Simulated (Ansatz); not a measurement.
# Habitual settings against a tight run: Ti4H3 (P-42m, 7 atoms in the cell)

Self-consistent single point.

```
CELL_PARAMETERS angstrom
      4.14429     0.00000     0.00000
      0.00000     4.14429     0.00000
      0.00000     0.00000     4.28940
ATOMIC_POSITIONS crystal
  Ti 0.25549 0.25549 0.25972
  Ti 0.25549 0.74451 0.74028
  Ti 0.74451 0.74451 0.25972
  Ti 0.74451 0.25549 0.74028
  H  0.00000 0.00000 0.00000
  H  0.00000 0.00000 0.50000
  H  0.50000 0.50000 0.00000
```

Level of theory: LDA (PW92), harder PAW files (source: ansatz) made with PBE (plane waves; Ansatz, a quantum-chemistry and plane-wave program).

Base settings: basis.ecutwfc = 800 eV; kpoints.mp_grid.grid = 6 6 5; kpoints.mp_grid.shift = 0.5 0.5 0.5; hamiltonian.xc = lda; hamiltonian.pseudopotentials = {kind: paw, source: ansatz}; scf.occupations.method = cold; scf.occupations.width = 0.136 eV.

Tight run (finer mesh or higher cutoff; not a proven limit): basis.ecutwfc: 800 eV → 1120 eV; kpoints.mp_grid.grid: 6 6 5 → 9 9 7; scf.convergence.dr2_threshold: default (1e-07 eV) → 1e-09 eV. It gave Fermi level (on the code's own zero) 12.52 eV; pressure -0.12 GPa; largest force (vector length) 0.082 eV/Å.

Quick runs, as changes from the base:
- A: the base itself
- B: basis.ecutwfc: 800 eV → 640 eV; kpoints.mp_grid.grid: 6 6 5 → 2 2 2; hamiltonian.xc: lda → pbesol; scf.occupations.method: cold → gaussian [PBEsol]
- C: basis.ecutwfc: 800 eV → 400 eV; kpoints.mp_grid.grid: 6 6 5 → 4 4 4; hamiltonian.xc: lda → pbesol [PBEsol]
- D: basis.ecutwfc: 800 eV → 560 eV; kpoints.mp_grid.grid: 6 6 5 → 4 4 4; scf.occupations.method: cold → gaussian; scf.occupations.width: 0.136 eV → 0.5 eV
- E: basis.ecutwfc: 800 eV → 640 eV; kpoints.mp_grid.grid: 6 6 5 → 6 6 6
- F: basis.ecutwfc: 800 eV → 400 eV; kpoints.mp_grid.grid: 6 6 5 → 2 2 2; scf.occupations.method: cold → methfessel_paxton; scf.occupations.width: 0.136 eV → 0.5 eV

Energies are extrapolated to zero smearing width, which holds to low order in the width alone.

Dashes: energy of B, C, another energy zero.

† marks runs with another functional, U, potentials or spin treatment: their distance from the tight run is not a convergence error alone.

The count of work is k-points × plane waves × bands × iterations; it is no time. 

Pressures in the table are Ansatz's without its Pulay estimate, at a fixed set of plane waves; the tight run's value above holds the estimate.

The starting cell comes from a database of computed structures (which also holds hypothetical and non-ambient phases and stackings), without a prior relaxation at this level. Its lattice was rescaled by a random factor within 2.5 % of one. Spin polarisation is off.

```
run  energy less tight (meV/atom)  pressure less tight (GPa)  largest miss in a force vector (eV/Å)  count of work / tight
---  ----------------------------  -------------------------  -------------------------------------  ---------------------
A                            -0.4                      -0.02                                  0.015                   0.18
B†                              –                       1.81                                  0.174                 0.0064
C†                              –                     -28.77                                  0.034                  0.019
D                            12.3                      -0.54                                  0.106                  0.036
E                             2.4                      -0.21                                  0.027                   0.13
F                           333.2                     -37.66                                  0.308                 0.0034
```

Among the runs at the tight run's level, the energy misses run from 0.4 to 333.2 meV/atom.

Keys are those of Ansatz 0.2.
